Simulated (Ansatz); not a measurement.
The starting structures come from a database of crystals and need not be the phases stable at ambient conditions.

 Where the default PAW files enter, the runs use the earlier of Ansatz's two default sets.

Inside the gap of an insulator the Bloch states are evanescent, with a wavenumber k + iκ along the transport direction.

Given:

```
CELL_PARAMETERS angstrom
      4.99740     0.00000     0.00000
      2.49870     4.70992     0.00000
      2.49870     1.32561     3.99627
ATOMIC_POSITIONS crystal
  Ga 0.85559 0.43323 0.85559
  Ga 0.14441 0.56677 0.14441
  Ga 0.64441 0.06677 0.64441
  Ga 0.35559 0.93323 0.35559
  O  0.05316 0.75000 0.75000
  O  0.94684 0.25000 0.25000
  O  0.44684 0.75000 0.05316
  O  0.55316 0.25000 0.94684
  O  0.75000 0.75000 0.44684
  O  0.25000 0.25000 0.55316
```

Space group of this cell: C2/c. The cell is strained (lengths along the current scaled by 0.97, ions clamped); by r2SCAN its mean pressure is 6.5 GPa.

Transport runs along the normal of the first two printed cell vectors.

The gap is the functional's own. No spin-orbit coupling. Mid-gap values are interpolated on the energy grid.

**Question.** Give the band gap and the smallest decay constant κ at mid-gap that Ansatz (a quantum-chemistry and plane-wave program) with r2SCAN yields.

**Answer.** Gap 3.80 eV on a 8×8×8 mesh; κ = 0.271 1/Å, at the zone centre.
